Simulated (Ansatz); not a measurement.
## Thickness series in hypothetical CdI2 type MnF2

Base system: MnF2 in the CdI2 type structure (space group P-3m1, No. 164; ferromagnetic; a hypothetical phase, not in the database extracts checked; layered, stacked along the Cartesian z axis).

```
MnF2
1.0
    3.32809     0.00000     0.00000
   -1.66405     2.88221     0.00000
    0.00000     0.00000     4.28100
Mn F
1 2
Direct
  0.00000   0.00000   0.00000
  0.33333   0.66667   0.22373
  0.66667   0.33333   0.77627
```

Free-standing slabs (3 atom(s) a layer) normal to the stacking axis with 15 Å of vacuum; in-plane cell relaxed.

Calculations: PBE-D3(BJ) (Ansatz, an electronic-structure program; PAW; 420 eV plane waves; no spin-orbit coupling).

Notes on the quantities. electron mass: in plane; excess energy per area of both faces: slab less bulk energy over the cell's area: twice a surface energy.

| variant | electron mass | excess energy per area of both faces | band gap | thickness between the outermost nuclei |
|---|---|---|---|---|
| base | – | – | 1.70 eV | – |
| 1 layer | 0.59 mₑ (at Γ) | 0.24 J/m² | 2.32 eV | 1.94 Å |
| 2 layers | 0.54 mₑ (at Γ) | 0.26 J/m² | 2.00 eV | 6.26 Å |
| 3 layers | 0.53 mₑ (at Γ) | 0.26 J/m² | 1.88 eV | 10.55 Å |
| 4 layers | 0.53 mₑ (at Γ) | 0.26 J/m² | 1.82 eV | 14.82 Å |

The excess energy carries the mismatch between the slab's and the bulk's meshes. Masses are band curvatures over ±0.01 Å⁻¹ around the edge. Stability against distortions was not tested. No Hubbard U is applied and the magnetic state is the run's own (MnF2 ferromagnetic); small cells can't hold the antiferromagnetic order that many such compounds have, so gaps and moments can be off. The D3 term's C6 switches between coordination references near this geometry, which can add small steps to energies.
